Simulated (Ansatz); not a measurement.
Functionals compared on a constructed model of the (111) surface of fcc Pd, a pseudomorphic layer of Mg in the host's stacking (bottom of the slab: a bare face, its two planes held), in Ansatz (plane waves, PAW). The structure was relaxed with PBE; the other rows are single points on it. Cutoff 420 eV (500 eV for r2SCAN).

Model: 7-atom slab, 13.8 Å thick at the start, 15x15x1 mesh, Fermi-Dirac 0.1 eV, dipole correction, 2 atoms held, the rest relaxed; symmetry of the start imposed; no spin, no spin-orbit, no U. In PBE it lies 0.01 eV a 1x1 cell over the lowest computed structure of the same composition (a pseudomorphic layer of Mg in the other hollow). These notes are the PBE run's.

```csv
functional,work function of the top face (eV),rough cost of the single point
PBE,4.10,–
RPBE,4.03,roughly 17 core-seconds
r2SCAN,…,very roughly 40 core-seconds
```

### Question
What belongs in the gaps?

### Answer

- r2SCAN, work function of the top face (eV): 4.18

Ansatz is a first-principles code.
